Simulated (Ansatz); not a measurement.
Relaxation of the outer planes of the (110) surface of zinc-blende AlP in its 1x1 cell (cut with top plane Al + P, bottom plane Al + P), outermost plane spacing 1.95 Å in the ideal cut.

All values below come from PBE (plane waves to 420 eV, PAW; Ansatz, a quantum-chemistry and plane-wave program).

Model: 14-atom slab, Al7P7, 11.7 Å thick at the start, 7x5x1 mesh, Fermi-Dirac 0.025 eV, dipole correction, all atoms relaxed; start symmetry kept, larger cells not searched; no spin, no spin-orbit, no U.

| plane | atoms | bulk spacing to the next (Å) | relaxed spacing (Å) | change (%) | rumpling (Å) |
|---|---|---|---|---|---|
| 1 | Al + P | 1.947 | … | … | … |
| 2 | Al + P | 1.947 | 1.981 | 1.7 | 0.10 (Al outermost) |

Problem. Complete the blanks.

Solution. 
- 1, relaxed spacing (Å): 1.773
- 1, change (%): -9.0
- 1, rumpling (Å): 0.64 (P outermost)
